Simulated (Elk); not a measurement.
**Input and output of a self-consistent single point for AlNi (Pm-3m, 2 atoms in the cell) (Elk)**

Computed with PBE, all-electron FP-LAPW, Elk's shipped species files, LAPW+lo basis (Elk).

Input:

```
tasks
  0

xctype
  20

rgkmax
  7.5

gmaxvr
  16.0

nxoapwlo
  1

rmtscf
  0.95

stype
  0

swidth
  0.00499791

maxscl
  100

avec
    5.4040686959    0.0000000000    0.0000000000
    0.0000000000    5.4040686959    0.0000000000
    0.0000000000    0.0000000000    5.4040686959

atoms
  2
  'Al.in'
  1
  0.5000000000  0.5000000000  0.5000000000    0.0 0.0 0.0
  'Ni.in'
  1
  0.0000000000  0.0000000000  0.0000000000    0.0 0.0 0.0

ngridk
  15 15 15
```

Output (repeated stretches shortened):

```
│ Elk code version 10.2.4 │

All units are atomic (Hartree, Bohr, etc.)

│ Ground-state run starting from atomic densities │

Lattice vectors :
   5.404068696       0.000000000       0.000000000
   0.000000000       5.404068696       0.000000000
   0.000000000       0.000000000       5.404068696

Unit cell volume      :    157.8201978
Brillouin zone volume :    1.571726667

Muffin-tin inner radius fraction :   0.1000000000E-01

Nuclei treated as point charges

Species :    1 (Al)
 parameters loaded from : Al.in
 name : aluminium
 nuclear charge    :   -13.00000000
 electronic charge :    13.00000000
 atomic mass :    49184.33492
 muffin-tin radius :    2.090000000
 number of radial points in muffin-tin :    397
 atomic positions (lattice), magnetic fields (Cartesian) :
   1 :   0.00000000  0.00000000  0.00000000    0.00000000  0.00000000  0.00000000

Species :    2 (Ni)
 parameters loaded from : Ni.in
 name : nickel
 nuclear charge    :   -28.00000000
 electronic charge :    28.00000000
 atomic mass :    106991.5230
 muffin-tin radius :    2.280000000
 number of radial points in muffin-tin :    497
 atomic positions (lattice), magnetic fields (Cartesian) :
   1 :   0.50000000  0.50000000  0.50000000    0.00000000  0.00000000  0.00000000

Total number of atoms per unit cell :    2

Spin treatment :
 spin-unpolarised

Number of Bravais lattice symmetries :   48
Number of crystal symmetries         :   48
Crystal has inversion symmetry
Real symmetric eigensolver will be used

k-point grid :     15    15    15
k-point offset :    0.000000000       0.000000000       0.000000000
k-point set is reduced with full crystal symmetry group
Total number of k-points :      120

Muffin-tin radius times maximum |G+k| :    7.500000000
 using average radius
Maximum |G+k| for APW functions       :    3.432494279
Maximum (1/2)|G+k|²                   :    5.891008488
Maximum |G| for potential and density :    16.00000000
 potential will be trimmed for |G| > 2 gkmax
Constant for pseudocharge density :    9
Radial integration step length :    4

G-vector grid sizes :     28    28    28
Number of G-vectors :    11019

Maximum angular momentum used for
 APW functions                      :    8
 outer part of muffin-tin           :    6
 inner part of muffin-tin           :    1

Total nuclear charge    :   -41.00000000
Total core charge       :    16.00000000
Total valence charge    :    25.00000000
Total excess charge     :    0.000000000
Total electronic charge :    41.00000000

Effective Wigner radius, rₛ :   0.9722173618

Number of empty states         :    8
Total number of valence states :   21
Total number of core states    :   16

Total number of local-orbitals :   24

Exchange-correlation functional :     20     0     0
 Perdew-Burke-Ernzerhof, Phys. Rev. Lett. 77, 3865 (1996)
 gradient requirement :    1
 generalised gradient approximation (GGA)

Smearing type :    0
 Gaussian
Smearing width :   0.4997910000E-02
Effective electronic temperature (K) :    1578.215154

Mixing type :    3
 Broyden mixing, J. Phys. A: Math. Gen. 17, L317 (1984)

Kohn-Sham potential initialised from atomic data

│ Self-consistent loop started │
│ Loop number : 1 │
 total energy                :     -1774.35858264
│ Loop number : 2 │
 total energy                :     -1773.85717725
RMS change in Kohn-Sham potential (target) :   0.6669074825     (  0.1000000000E-05)
Absolute change in total energy (target)   :   0.5014053943     (  0.1000000000E-03)
│ Loop number : 3 │
 total energy                :     -1774.38270585
RMS change in Kohn-Sham potential (target) :   0.6665972020     (  0.1000000000E-05)
Absolute change in total energy (target)   :   0.4001772494     (  0.1000000000E-03)
│ Loop number : 4 │
 total energy                :     -1771.76250330
RMS change in Kohn-Sham potential (target) :   0.5045682434     (  0.1000000000E-05)
Absolute change in total energy (target)   :    2.520158239     (  0.1000000000E-03)
│ Loop number : 5 │
 total energy                :     -1767.46288569
RMS change in Kohn-Sham potential (target) :   0.2260207791     (  0.1000000000E-05)
Absolute change in total energy (target)   :    4.929657170     (  0.1000000000E-03)
│ Loop number : 6 │
 total energy                :     -1765.03573249
RMS change in Kohn-Sham potential (target) :   0.7286480195E-01 (  0.1000000000E-05)
Absolute change in total energy (target)   :    3.659567487     (  0.1000000000E-03)
│ Loop number : 7 │
 total energy                :     -1763.87912018
RMS change in Kohn-Sham potential (target) :   0.3508176737E-02 (  0.1000000000E-05)
Absolute change in total energy (target)   :    2.071504185     (  0.1000000000E-03)
│ Loop number : 8 │
 total energy                :     -1763.84023809
RMS change in Kohn-Sham potential (target) :   0.1948230920E-02 (  0.1000000000E-05)
Absolute change in total energy (target)   :   0.5567581297     (  0.1000000000E-03)
│ Loop number : 9 │
 total energy                :     -1763.73504954
RMS change in Kohn-Sham potential (target) :   0.1862092440E-02 (  0.1000000000E-05)
Absolute change in total energy (target)   :   0.2443780917     (  0.1000000000E-03)
│ Loop number : 10 │
 total energy                :     -1763.78537293
RMS change in Kohn-Sham potential (target) :   0.2805553609E-03 (  0.1000000000E-05)
Absolute change in total energy (target)   :   0.1077112509E-01 (  0.1000000000E-03)
│ Loop number : 11 │
 total energy                :     -1763.78352474
RMS change in Kohn-Sham potential (target) :   0.2522115730E-03 (  0.1000000000E-05)
Absolute change in total energy (target)   :   0.4540978040E-02 (  0.1000000000E-03)
│ Loop number : 12 │
 total energy                :     -1763.79071434
RMS change in Kohn-Sham potential (target) :   0.6798238313E-05 (  0.1000000000E-05)
Absolute change in total energy (target)   :   0.6054355785E-02 (  0.1000000000E-03)
│ Loop number : 13 │
 total energy                :     -1763.79044932
RMS change in Kohn-Sham potential (target) :   0.4237458629E-05 (  0.1000000000E-05)
Absolute change in total energy (target)   :   0.1248568239E-02 (  0.1000000000E-03)
│ Loop number : 14 │
 total energy                :     -1763.79058514
RMS change in Kohn-Sham potential (target) :   0.2979827741E-05 (  0.1000000000E-05)
Absolute change in total energy (target)   :   0.4479626250E-03 (  0.1000000000E-03)
│ Loop number : 15 │
 total energy                :     -1763.79052526
RMS change in Kohn-Sham potential (target) :   0.1108903322E-05 (  0.1000000000E-05)
Absolute change in total energy (target)   :   0.5210953896E-04 (  0.1000000000E-03)
│ Loop number : 16 │
 total energy                :     -1763.79049731
RMS change in Kohn-Sham potential (target) :   0.2118243932E-06 (  0.1000000000E-05)
Absolute change in total energy (target)   :   0.1491670241E-04 (  0.1000000000E-03)
Convergence targets achieved

│ Loop number : 17 │

Energies :
 Fermi                       :     0.346976433866
 sum of eigenvalues          :     -1000.55510143
 electron kinetic            :      1788.26424234
 core electron kinetic       :      1567.45522487
 Coulomb                     :     -3469.62711802
 Coulomb potential           :     -2681.97066587
 nuclear-nuclear             :     -244.427274075
 electron-nuclear            :     -3768.42902201
 Hartree                     :      543.229178072
 Madelung                    :     -2128.64178508
 xc potential                :     -106.848677895
 exchange                    :     -80.5885860362
 correlation                 :     -1.83902945194
 total energy                :     -1763.79049117

Density of states at Fermi energy :    25.44714498
 (states/Hartree/unit cell)

Estimated indirect band gap :   0.1166602714E-02
 from k-point     19 to k-point     93
Estimated direct band gap   :   0.3006686457E-01
 at k-point    113

Charges :
 core                        :    16.00000000
 valence                     :    25.00000000
 interstitial                :    2.627787091
 muffin-tins (core leakage)
  species :    1 (Al)
   atom    1                 :    11.14202121     (  0.8539762475E-03)
  species :    2 (Ni)
   atom    1                 :    27.23019170     (  0.5449102602E-03)
 total in muffin-tins        :    38.37221291
 total calculated charge     :    40.98810975
 total charge                :    41.00000000
 error                       :   0.1189025441E-01

│ Self-consistent loop stopped │
```

The run converged in 17 iterations. The count includes the last loop, which Elk runs after its targets are met.

The starting cell comes from a database of computed structures (which also holds hypothetical and non-ambient phases and stackings), without a prior relaxation at this level. Spin polarisation is off. Values depend on the basis (sphere radii, cutoffs, local orbitals), which need not be converged. The log's line on a gap gives a spacing of levels on this mesh, which the program prints for metals too.
